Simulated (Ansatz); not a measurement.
Base system: TiN in the rock salt structure (space group Fm-3m, No. 225; a = 4.2045 Å; relaxed with 0.1 eV smearing). Axes: x, y, z lie along the cube axes.

Calculations: PBEsol (Ansatz, an electronic-structure program, PAW, spin-orbit coupling left out).

Strains are applied to the cell and any free atomic positions relax; under biaxial strain the out-of-plane vector relaxes too.

One change was made to it. Results:

The energy grows by 2.8 meV/atom; the shortest interatomic distance shrinks by 0.025 Å (2.102 Å → 2.077 Å).

Task: What was done to the base?
A) isotropic strain −1.65 %
B) tensor shear ε_yz = +2.63 %
C) biaxial strain +1.22 %, plane normal [111], relaxed out of plane
D) uniaxial strain ε_zz = −1.19 %

Result: D, uniaxial strain ε_zz = −1.19 %. For comparison, the energy relative to the base in the other runs: tensor shear ε_yz = +2.63 % gives +14 meV/atom; biaxial strain +1.22 %, plane normal [111], relaxed out of plane gives +4.9 meV/atom; isotropic strain −1.65 % gives +22 meV/atom.

No phonon test of stability was made. The base started in Pnma and relaxed to Fm-3m at this level. The final runs are not spin-polarised. An odd electron count without spin: TiN.
